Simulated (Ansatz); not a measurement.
```
CELL_PARAMETERS angstrom
      0.00000     2.27140     2.27140
      2.27140     0.00000     2.27140
      2.27140     2.27140     0.00000
ATOMIC_POSITIONS crystal
  B  0.00000 0.00000 0.00000
  P  0.25000 0.25000 0.25000
```

No spin polarisation.

Method: DFT with PBEsol, PAW potentials and a 420 eV plane-wave cutoff in Ansatz (a program for electronic structure), scalar-relativistic without spin-orbit coupling. k-mesh 13×13×13 (Γ-centred); smearing 0.05 eV (Fermi–Dirac).

Q: Predict the smallest direct gap, electron mass and band gap.

A: 
```json
{
 "smallest_direct_gap": "3.36 eV",
 "electron_mass": "1.3 mₑ along k, 0.22 mₑ across (off the special points)",
 "band_gap": "1.13 eV"
}
```

The cells carry an imposed strain or load. Effective masses come from finite differences of ±0.01 Å⁻¹. Along k means along the line from Γ to the band edge. Stability against distortions was not tested. The cell was made from BP in the zinc blende structure (space group F-43m, No. 216) by this change: isotropic strain +0.50 %.
